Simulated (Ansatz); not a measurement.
The parent structure is GaS in the beta-GaS type structure (space group P6_3/mmc, No. 194; layered, stacked along the Cartesian z axis).

Levels (all Ansatz, an electronic-structure program, PAW): PBE-D3(BJ) (420 eV, spin-orbit coupling left out); HSE06 (420 eV, spin-orbit coupling left out).

Levels that relaxed their own cell: PBE-D3(BJ).

Measured: band gap 2.5 eV (temperature not stated; as listed in Manish Kothakonda et al., ACS Materials Au (2022)).

Question: Knowing the measured values, estimate what each level computes.

Answer: 
```csv
level,band gap
PBE-D3(BJ),1.56 eV
HSE06,2.25 eV
```

Computed minus measured — band gap: PBE-D3(BJ) -0.94 eV, HSE06 -0.25 eV (closest: HSE06). Measured values not marked as corrected hold thermal and zero-point effects that the static-lattice runs lack. A measured gap can be an optical one, lowered by exciton binding. Levels without spin-orbit coupling miss its effect on the gap.

Single points use the geometry relaxed with PBE-D3(BJ). HSE06 was sampled on its mesh, a few special points and the semilocal edge points, so its gap is an upper bound. Whether these cells are dynamically stable was not tested.
